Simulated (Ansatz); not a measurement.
Ansatz (a quantum-chemistry and plane-wave program), DFT, PBE, plane waves, its default PAW files: Al(111) slab of 6 layers, 2x2, C adatom, atoms displaced (Al24C), unrelaxed, 25 atoms. Basis and mesh were picked for this test and aren't claimed converged.

* **cell**: 5.73, 5.73, 23.29 Å; 90, 90, 60°
* **distance to the nearest atom**: 1.99 to 2.83 Å
* **task**: single point
* **k mesh**: 6×6×1
* **hamiltonian.xc**: pbe
* **kind of files**: paw
* **scf.occupations.method**: fermi_dirac
* **scf.occupations.width**: 0.2 eV
* **scf.initial_density.chi_scale**: 0.1
* **output.forces**: true
* **binding of workers (--pin)**: off
* **k-point pools (--kpoint-pools)**: 1
* **memory maximum (--max-ram)**: 8GiB
* **accuracy**: medium (default)
* **basis.precision**: auto (default)
* **basis.xc_grid**: 2 (default)
* **scf.eigensolver.kind**: auto (default)
* **scf.convergence.dr2_threshold**: 1e-07 (default)
* **scf.lower_state_search**: light (default)
* **k-points after symmetry**: 20
* **bands at the start**: 68
* **electrons**: 76
* **plane waves at Γ**: 13049
* **cutoff (eV)**: 420
* **FFT grid**: 40×40×160
* **symmetry operations**: 1

Settings of this run: scf.mixing.algorithm = auto, scf.mixing.preconditioner = kerker, scf.algorithm = auto; 4 threads.

| iteration | dr2 (eV) | Hψ |
|---|---|---|
| 1 | 8.19e2 | 8865 |
| 2 | 6.38e1 | 4951 |
| 3 | 1.22e2 | 4108 |
| 4 | 5.17e0 | 3506 |
| 5 | 8.62e0 | 2125 |
| 6 | 3.40e0 | 1408 |
| 7 | 1.14e0 | 1563 |
| 8 | 4.72e-1 | 1487 |
| 9 | 3.34e-1 | 1451 |
| 10 | 1.78e-1 | 1754 |
| 11 | 6.51e-2 | 2015 |
| 12 | 1.86e-2 | 1736 |
| 13 | 1.56e-2 | 1586 |
| 14 | 8.36e-3 | 1405 |
| 15 | 2.60e-3 | 1798 |
| 16 | 4.91e-4 | 1854 |
| 17 | 4.19e-4 | 1843 |
| 18 | 2.35e-5 | 1383 |
| 19 | 2.09e-6 | 2405 |
| 20 | 1.76e-7 | 2316 |
| 21 | 1.53e-7 | 4108 |
| 22 | 1.36e-7 | 1765 |
| 23 | 4.12e-8 | 4216 |

It converged after 23 SCF iterations.

**Question.** Which change of one setting makes this cycle converge in far fewer steps?

**Answer.** One answer among several that fit: scf.mixing.preconditioner = auto (default) (10 SCF iterations) or scf.mixing.preconditioner = ldos (10 SCF iterations), all else kept. The other changes of this size gave: scf.mixing.preconditioner = local_kerker (16); scf.mixing.preconditioner = none (21); scf.mixing.preconditioner = kerker_dos (23); scf.mixing.algorithm = broyden (26). In that run the program took: scf.mixing.algorithm MSR1, scf.mixing.preconditioner LDOS, scf.eigensolver.kind band_cg, --slots 4. The first change moves the result by: energy under 0.001 meV/atom, forces (largest component) 0.079 meV/Å. Counts are of single runs.

Keys are those of Ansatz 0.2.
